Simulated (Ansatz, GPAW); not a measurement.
An Ansatz (an electronic-structure program) input for a self-consistent single point of MnS (Fm-3m, 4 atoms in the cell) (DFT, PBE, plane waves, default PAW files):

Ansatz 0.2 input:
```yaml
# MnS
crystal:
  lattice:
    - [5.220000, 2.610000, 2.610000]
    - [2.610000, 5.220000, 2.610000]
    - [2.610000, 2.610000, 5.220000]
  atoms:
    - { symbol: Mn, position: [0.000000, 0.000000, 0.000000], spin: 5.0 }
    - { symbol: Mn, position: [0.500000, 0.500000, 0.500000], spin: -5.0 }
    - { symbol: S, position: [0.250000, 0.250000, 0.250000] }
    - { symbol: S, position: [0.750000, 0.750000, 0.750000] }
kpoints:
  mp_grid:
    grid: [4, 4, 4]
hamiltonian:
  xc: pbe
  pseudopotentials:
    kind: paw
magnetization:
  spin_polarized: true
scf:
  occupations:
    method: fermi_dirac
    width: 0.02
output:
  forces: true
  eigenvalues: true
  stress: true
```

Question: Give the GPAW input for the same structure, mesh, smearing and functional.

Answer: This is the input that was run; spellings and numerical settings could be chosen otherwise.

```python
from ase import Atoms
from ase.units import GPa
from gpaw import GPAW, PW, FermiDirac

atoms = Atoms(['Mn', 'Mn', 'S', 'S'],
              cell=[[5.220000, 2.610000, 2.610000],
                    [2.610000, 5.220000, 2.610000],
                    [2.610000, 2.610000, 5.220000]],
              positions=[[0.000000, 0.000000, 0.000000],
                         [5.220000, 5.220000, 5.220000],
                         [2.610000, 2.610000, 2.610000],
                         [7.830000, 7.830000, 7.830000]],
              pbc=True)

atoms.set_initial_magnetic_moments([5.0, -5.0, 0.0, 0.0])

calc = GPAW(spinpol=True,
            mode=PW(850),
            xc='PBE',
            kpts={'size': (4, 4, 4), 'gamma': True},
            occupations=FermiDirac(0.02),
            nbands=-8,
            convergence={'density': 1e-05, 'energy': 1e-05, 'bands': -6},
            symmetry={'symmorphic': False, 'tolerance': 0.0005},
            maxiter=100)

atoms.calc = calc

energy = atoms.get_potential_energy()
print('Energy (eV):', round(energy, 6))
forces = atoms.get_forces()
print('Forces (eV/Ang):')
print(forces.round(5))
stress = atoms.get_stress()
print('Stress (GPa, Voigt):', (stress / GPa).round(4))
```

Basis, cutoffs, solver keys and any potentials are the target program's own. This input uses DFT PBE, plane waves, GPAW PAW datasets PBE (gpaw-data 1.0.1).

The starting cell has typed, rounded lattice constants, without a prior relaxation at this level.
